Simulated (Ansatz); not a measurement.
MgO with two functionals, holes 1.0×10^21 cm⁻³

The parent structure is MgO in the rock salt structure (space group Fm-3m, No. 225; a = 4.254 Å).

(Cell as relaxed with PBE.)

Levels (all Ansatz, a quantum-chemistry and plane-wave program, PAW, earlier PAW set): PBE (420 eV, spin-orbit coupling left out); PBEsol (420 eV, no spin-orbit coupling).

Each level relaxes its own structure.

```csv
base,PBE,PBEsol
volume per atom,9.63 Å³,9.36 Å³
lattice parameter a,4.254 Å,4.215 Å
band gap,4.46 eV,4.62 eV
```

Now apply this change: holes 1.0×10^21 cm⁻³, on a uniform background at fixed cell.

```tsv
quantity	PBE	PBEsol
shift of the gap caused by the change	+0.04 eV	+0.03 eV
gap character	direct at Γ	direct at Γ
gap between the host's bands	4.50 eV	4.65 eV
Fermi level relative to the doped band's edge (positive inside the band; to 0.05 eV)	+0.05 eV	+0.05 eV
```

PBE's gap between the host's bands lies 0.159 eV below PBEsol's; the two agree on the gap character and Fermi level from band edge. Neither level is exact; PBEsol is the comparison here, not a measurement.

Carriers are added with a uniform compensating background; total energy and stress of such cells depend on the potential's zero and are not compared; many-body gap narrowing is missing at this level. Whether these cells are dynamically stable was not tested.
